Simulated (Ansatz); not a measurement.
A hypothetical phase is included: elements placed on a structure type, which no database files for this compound.

Tunnelling through a barrier is set by its complex band structure: the current falls as exp(−2κd) with the smallest κ.

```
CELL_PARAMETERS angstrom
      4.64970     0.00000     0.00000
      0.00000     9.27392     0.00000
      0.00000     0.00000     2.68877
ATOMIC_POSITIONS crystal
  Si 0.25000 0.50000 0.25000
  Si 0.75000 0.00000 0.25000
  Si 0.75000 0.50000 0.75000
  Si 0.25000 0.00000 0.75000
  O  0.41664 0.90128 0.25000
  O  0.91664 0.59872 0.25000
  O  0.58336 0.09872 0.75000
  O  0.08336 0.40128 0.75000
  O  0.58336 0.40128 0.25000
  O  0.08336 0.09872 0.25000
  O  0.41664 0.59872 0.75000
  O  0.91664 0.90128 0.75000
```

The cell was relaxed by PBE-D3(BJ); by r2SCAN it stands under a pressure of -4.7 GPa.

Transport runs along the normal of the first two printed cell vectors.

The gap is the functional's own. No spin-orbit coupling. Mid-gap values are those at the computed energy nearest the middle.

Predict the band gap and the smallest decay constant κ at mid-gap from r2SCAN (Ansatz, a quantum-chemistry and plane-wave program).

Gap 6.97 eV on a 8×4×12 mesh; κ = 0.421 1/Å, at the zone centre.
